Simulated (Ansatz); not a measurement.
Start from Al in the fcc (Cu type) structure (space group Fm-3m, No. 225; a = 3.984 Å; relaxed with 0.1 eV smearing). Axes: x, y, z lie along the cube axes.

Level of theory: LDA (Ansatz, a quantum-chemistry and plane-wave program; PAW; 420 eV plane waves; no SOC).

Strains are applied to the cell and any free atomic positions relax; under biaxial strain the out-of-plane vector relaxes too.

One change was made to it. Results:

| quantity | base | after |
|---|---|---|
| energy relative to the base (free energy F) | 0 meV/atom | +1.0 meV/atom |
| pressure (mean of the normal stresses, compression positive) | 0.0 GPa | -0.7 GPa |

### Question
Which change produced these results?
A. biaxial strain +1.00 %, plane normal [001], relaxed out of plane
B. biaxial strain −0.50 %, plane normal [001], relaxed out of plane
C. biaxial strain +2.00 %, plane normal [001], relaxed out of plane

### Answer
A, biaxial strain +1.00 %, plane normal [001], relaxed out of plane. For comparison, the pressure in the other runs: biaxial strain −0.50 %, plane normal [001], relaxed out of plane gives 0.4 GPa; biaxial strain +2.00 %, plane normal [001], relaxed out of plane gives -1.4 GPa.

Whether these cells are dynamically stable was not tested.
